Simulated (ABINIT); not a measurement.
ABINIT run on TaN (Fm-3m, 2 atoms in the cell): self-consistent single point.

Computed with PBE, norm-conserving pseudopotentials (PseudoDojo nc-sr-05 PBE standard) (plane waves; ABINIT).

The change in words: lattice scaled by 0.98. Reference geometry:
```
TaN
1.0
    0.00000     2.17528     2.17528
    2.17528     0.00000     2.17528
    2.17528     2.17528     0.00000
Ta N
1 1
Cartesian
  2.17528   2.17528   2.17528
  0.00000   0.00000   0.00000
```

Reference input (self-consistent single point, DFT, PBE, plane waves, norm-conserving pseudopotentials (PseudoDojo nc-sr-05 PBE standard)): pseudos = [Ta.upf, N.upf]; ecut = 42 Ha; ixc = 11; occopt = 7; tsmear = 0.2 eV; ngkpt = 13 13 13; nshiftk = 1; shiftk = 0 0 0; potentials = PseudoDojo nc-sr-05 PBE standard; nband = 14; kptopt = 1; nstep = 80. This run's input differs from it in these lines:

```diff
@@ -5,5 +5,5 @@
 rprim
-         0.0000000000    2.1752800000    2.1752800000
-         2.1752800000    0.0000000000    2.1752800000
-         2.1752800000    2.1752800000   -0.0000000000
+        -0.0000000000    2.1317740000    2.1317740000
+         2.1317740000   -0.0000000000    2.1317740000
+         2.1317740000    2.1317740000   -0.0000000000
 natom 2
```

The program printed (abridged):

```
--- !BeginCycle
solver: {iscf: 7, nstep: 80, nline: 4, wfoptalg: 0, }
tolerances: {tolvrs: 1.00E-12, }
...

     iter   Etot(hartree)      deltaE(h)  residm     vres2
 ETOT  1  -75.357771944226    -7.536E+01 3.156E-01 8.230E+02
 ETOT  2  -75.275025284384     8.275E-02 5.934E-02 1.384E+03
 ETOT  3  -75.529424221411    -2.544E-01 1.648E-02 4.449E+00
 ETOT  4  -75.530445722971    -1.022E-03 8.345E-03 9.108E-02
 ETOT  5  -75.530464293804    -1.857E-05 4.525E-03 2.916E-03
 ETOT  6  -75.530464952282    -6.585E-07 2.427E-03 4.165E-05
 ETOT  7  -75.530464956336    -4.054E-09 8.210E-04 2.267E-06
 ETOT  8  -75.530464956828    -4.926E-10 1.052E-03 3.800E-08
 ETOT  9  -75.530464956837    -8.896E-12 3.279E-04 8.405E-11
 ETOT 10  -75.530464956837     5.969E-13 3.864E-04 1.704E-13
 At SCF step   10       vres2   =  1.70E-13 < tolvrs=  1.00E-12 =>converged.

 Cartesian components of stress tensor (hartree/bohr^3)
  sigma(1 1)= -1.48082366E-03  sigma(3 2)=  0.00000000E+00
  sigma(2 2)= -1.48082366E-03  sigma(3 1)=  0.00000000E+00
  sigma(3 3)= -1.48082366E-03  sigma(2 1)=  0.00000000E+00

 ----iterations are completed or convergence reached----

 reduced coordinates (array xred) for    2 atoms
       0.500000000000      0.500000000000      0.500000000000
       0.000000000000      0.000000000000      0.000000000000
 cartesian forces (eV/Angstrom) at end:
    1     -0.00000000000000    -0.00000000000000    -0.00000000000000
    2     -0.00000000000000    -0.00000000000000    -0.00000000000000
 frms,max,avg= 0.0000000E+00 0.0000000E+00   0.000E+00  0.000E+00  0.000E+00 e/A
   [... lines left out ...]
 Fermi (or HOMO) energy (hartree) =   0.67014   Average Vxc (hartree)=  -0.53072
   [... lines left out ...]
total_energy        : -7.55304649568368E+01
total_energy_eV     : -2.05528847506476E+03
band_energy         : -4.09997035910644E+00
...

-Cartesian components of stress tensor (GPa)         [Pressure=  4.3567E+01 GPa]
- sigma(1 1)= -4.35673289E+01  sigma(3 2)=  0.00000000E+00
- sigma(2 2)= -4.35673289E+01  sigma(3 1)=  0.00000000E+00
- sigma(3 3)= -4.35673289E+01  sigma(2 1)=  0.00000000E+00

 Calculation completed.
```

The run converged in 10 iterations. Against the reference run the free energy rises by 110 meV/atom and the pressure goes from 16.18 to 43.57 GPa.

The starting cell comes from a database of computed structures (which also holds hypothetical and non-ambient phases and stackings), without a prior relaxation at this level. Its lattice was rescaled by a random factor within 2.5 % of one. For this run, on top of that: lattice scaled by 0.98. Spin polarisation is off. With a pressure of about 44 GPa the cell is away from its equilibrium volume at this level.

Cost on one core of a shared machine: roughly 3 min.
